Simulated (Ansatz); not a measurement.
Reference: CsBr (Pm-3m), PBEsol with spin-orbit coupling, rigid bands (plane waves, PAW; Ansatz, an electronic-structure program); geometry: cell and atoms relaxed with PBEsol.

CsBr has the cubic space group Pm-3m (No. 221), the CsCl type structure, Pearson symbol cP2. Cell: a = 4.243 Å, b = 4.243 Å, c = 4.243 Å, α = 90.00°, β = 90.00°, γ = 90.00°. Cs on 1a is coordinated by 8 Br at 3.674 Å (cubic). Br on 1b sees 8 Cs at 3.674 Å (cubic). (Neighbours: up to the widest gap in distance over summed covalent radii, below 1.35, at either atom; cation-cation and far metal-metal contacts left out.)

| Property | Value |
|---|---|
| band gap | 4.26 eV |
| electron conductivity mass | 0.30 mₑ |
| hole conductivity mass | 2.1 mₑ |
| Seebeck coefficient, n-type 1e19 cm⁻³ | -155 μV/K |

### Question
Replace Cs by K on the same sites and relax. What happens?

### Answer
KBr (Pm-3m): volume per atom 38.2 to 30.4 Å³; band gap falls (4.26 eV to 3.94 eV); electron conductivity mass rises (0.30 mₑ to 0.33 mₑ); hole conductivity mass falls (2.1 mₑ to 1.14 mₑ); Seebeck coefficient, n-type 1e19 cm⁻³ rises in size (-155 μV/K to -165 μV/K).

### Question
Swap Br for I, keeping the structure type. How do these values move?

### Answer
CsI (Pm-3m): volume per atom 38.2 to 45.8 Å³; band gap falls (4.26 eV to 3.59 eV); electron conductivity mass falls (0.30 mₑ to 0.28 mₑ); hole conductivity mass falls (2.1 mₑ to 1.49 mₑ); Seebeck coefficient, n-type 1e19 cm⁻³ stays about the same (-155 μV/K to -150 μV/K).

### Question
Swap Cs for Rb, keeping the structure type. How do these values move?

### Answer
RbBr (Pm-3m): volume per atom 38.2 to 33.8 Å³; band gap falls (4.26 eV to 4.00 eV); electron conductivity mass stays about the same (0.30 mₑ to 0.31 mₑ); hole conductivity mass falls (2.1 mₑ to 1.54 mₑ); Seebeck coefficient, n-type 1e19 cm⁻³ stays about the same (-155 μV/K to -159 μV/K).

Moves up to 5 % count as about the same. Masses are for dilute carriers at 300 K, harmonic means over directions unless an axis is named. Seebeck coefficients are for the stated density at 300 K, with one relaxation time for all states and whether or not that doping can be reached.

Computed structure with no diffraction record at hand here (it may be known, metastable or hypothetical): KBr (Pm-3m), RbBr (Pm-3m).
